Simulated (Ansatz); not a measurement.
The reference is SiO$_{2}$ (space group P3_221, No. 154; a = 4.949 Å, c = 5.442 Å).

Computed with plane-wave PAW DFT at the PBEsol level (Ansatz, an electronic-structure program, 420 eV), no spin-orbit coupling.

Before the change:

- Band gap = 5.72 eV
- Density = 2.59 g/cm³
- Gap character = indirect, K → Γ

It is then changed as follows: full substitution O → Se; the structure is relaxed again.

Tabulated Pauling electronegativity and covalent radius: O 3.44, 0.66 Å; Se 2.55, 1.20 Å.

Question: What does the calculation give for the band gap after the change?

Answer: The band gap falls by 4.29 eV (5.72 eV → 1.43 eV).

Question: Estimate the effect on the density.

Answer: The density rises by 1.58 g/cm³ (2.59 g/cm³ → 4.17 g/cm³).

Question: How does this affect the gap character?

Answer: The gap character changes from indirect, K → Γ to indirect, K–Γ (33 % along) → Γ–A (33 % along).

No phonon test of stability was made. As relaxed here, SiSe2 is a hypothetical phase, not in the database extracts checked.
